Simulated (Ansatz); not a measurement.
Functionals compared on a constructed model of the (111) surface of fcc Pd, a pseudomorphic layer of Os in the host's stacking (bottom of the slab: a bare face, its two planes held), in Ansatz (plane waves, PAW). The structure was relaxed with PBE; the other rows are single points on it. Cutoff 420 eV (500 eV for r2SCAN).

Slab: 7 atoms, 13.9 Å thick at the start; k 15x15x1, smearing 0.1 eV, dipole-corrected; 2 atoms held, the rest relaxed; held to the start's symmetry, so lower structures may exist; no spin, no spin-orbit, no U. In PBE it is, or lies within 0.01 eV a 1x1 cell of, the lowest of the 2 structures of its composition computed so far; larger cells were not tried. These notes are the PBE run's.

```json
[
 {"functional": "PBE", "work function of the top face (eV)": "5.56", "rough cost of the single point": "–"},
 {"functional": "RPBE", "work function of the top face (eV)": "?", "rough cost of the single point": "about 29 core-seconds (a rough figure)"},
 {"functional": "r2SCAN", "work function of the top face (eV)": "5.66", "rough cost of the single point": "around 100 core-seconds (rough)"}
]
```

Question: Fill in the missing entries.

Answer: 
- RPBE, work function of the top face (eV): 5.42

Ansatz is an electronic-structure program.
